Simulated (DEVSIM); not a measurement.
# Schottky contact on p-type Si

System: Schottky contact on p-type Si, at 300 K.

```csv
layer (left to right),material,thickness (μm),Na (cm⁻³),τn (s),τp (s)
1,Si,19.0,2.8e15,7.8e-7,7.8e-7
```

Left contact: Schottky, work function 4.624 eV, emission velocity 3.5e6 cm/s. Right contact: ohmic. Voltage is applied to the left contact. Recombination: SRH at mid-gap, radiative. Gap narrowing is on: ΔEg = 6.92 meV × (l + √(l² + 0.5)), l = ln(N/1.3e17 cm⁻³), shared equally by both band edges. Mobility is μmin + (μ − μmin)/(1 + (N/Nref)^α).

This is a model device: material constants are rounded textbook-type values typed into the input, and sizes, dopings and lifetimes were drawn at random. Values at 300 K.

```tsv
parameter	Si
gap (eV)	1.124
affinity (eV)	4.05
permittivity	11.7
Nc (cm⁻³)	2.86e19
Nv (cm⁻³)	3.1e19
μn (cm²/Vs)	1417
μp (cm²/Vs)	470
μn,min	52
μp,min	45
Nref,n	9.7e16
Nref,p	2.2e17
αn	0.68
αp	0.72
B (cm³/s)	4.7e-15
```

Model (solved in DEVSIM): 1D drift-diffusion, Boltzmann statistics, complete ionisation; no tunnelling, impact ionisation, image-force lowering or self-heating. Metal contacts follow the ideal Schottky-Mott rule: no Fermi-level pinning, no interface dipoles.

```yaml
potential_step_across_the_device_at_zero_bias: 0.309 V
largest_field_in_the_device_at_zero_bias: 16000 V/cm
Dark forward voltage at 1 A/cm²: 0.144 V
Dark forward voltage at 100 A/cm²: 1.197 V
```

Small-signal capacitance in reverse bias (quasi-static):

```tsv
V (V)	C (nF/cm²)
0.2	21.9
0.5	17.2
1	13.5
1.5	11.4
2	10.1
3	8.41
4	7.37
5	6.63
6.5	5.85
8	5.30
10	4.75
```

Dark forward current:

(V (V), J (A/cm²)): (-0.05, -0.037); (-0.10, -0.26); (-0.20, -3.5); (-0.25, -6.8); (-0.35, -15); (-0.40, -20); (-0.50, -29); (-0.55, -34); (-0.65, -44); (-0.70, -49); (-0.75, -54); (-0.85, -64); (-0.90, -69); (-1.00, -80); (-1.05, -85); (-1.15, -95); (-1.20, -100); (-1.30, -110); (-1.35, -120); (-1.40, -120); (-1.50, -130); (-1.55, -140); (-1.65, -150); (-1.70, -150); (-1.80, -160); (-1.85, -170); (-1.95, -180); (-2.00, -180)
